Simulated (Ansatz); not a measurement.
We consider L1₀ (CuAu-type) TiAl, described by r²SCAN+rVV10 (Ansatz, a program for electronic structure, plane waves, PAW).

Settings: plane-wave cutoff 500 eV, 20×20×14 k mesh (along the axes of the cell as run), Fermi–Dirac smearing 0.1 eV, no spin polarisation, scalar-relativistic PAW data made under PBE.

Computed at the level's own relaxed cell.

**Question.** Give the computed equilibrium volume per atom, lattice constant a and c axis length.

**Answer.** 
- equilibrium volume per atom: 15.98 Å³/atom
- lattice constant a: 2.808 Å
- c axis length: 4.054 Å

Measured, for comparison: lattice constant a 2.826 Å (temperature not stated, not corrected to a static lattice, P4/mmm two-atom cell, a_fct/√2; as tabulated in Zope and Mishin (2003), arXiv:cond-mat/0306298); lattice parameter c 4.077 Å (temperature not stated, not corrected to a static lattice; as tabulated in Zope and Mishin (2003), arXiv:cond-mat/0306298). Computed (rounded) less measured: lattice constant a -0.6 %, lattice parameter c -0.6 %. A static lattice is as a rule a little smaller and stiffer than an uncorrected measurement, which narrows the difference in the lattice constant a, lattice parameter c and would widen misses of the other sign.

Computed values are for the static lattice.

Computing time: about 2.8 core-minutes (a rough figure).
